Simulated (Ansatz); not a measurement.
SiC: isotropic strain +0.62 %

Base system: SiC in the zinc blende structure (space group F-43m, No. 216; a = 4.356 Å).

Modification: the cell is scaled by 1.0062 in all directions; the atoms relax in the strained cell.

Computed with r2SCAN, PAW, 500 eV (Ansatz, a program for electronic structure; no spin-orbit coupling). k-mesh 13×13×13 (Γ-centred); smearing 0.05 eV (Fermi–Dirac).

The space group is still F-43m (No. 216) and the energy goes up by 2.5 meV/atom. The pressure goes from zero to -4.07 GPa and the band gap grows by 0.012 eV (1.71 eV → 1.73 eV). The gap character remains indirect, Γ → X and the smallest direct gap falls by 0.024 eV, from 5.05 eV to 5.02 eV. The mean gap deformation potential ΔEg/Δln V amounts to +0.7 eV and the electron mass goes from 0.64 mₑ along k, 0.23 mₑ across (at X) to 0.65 mₑ along k, 0.23 mₑ across (at X). The hole mass (degenerate bands, along [100]) is still 0.35, 0.57, 0.57 mₑ (at Γ).

Final structure:

```yaml
crystal:
  lattice:
    - [0.00000, 2.19167, 2.19167]
    - [2.19167, 0.00000, 2.19167]
    - [2.19167, 2.19167, 0.00000]
  atoms:
    - { symbol: C, position: [0.25000, 0.25000, 0.25000] }
    - { symbol: Si, position: [0.00000, 0.00000, 0.00000] }
```

Effective masses come from finite differences of ±0.01 Å⁻¹. Along k means along the line from Γ to the band edge. Whether these cells are dynamically stable was not tested.
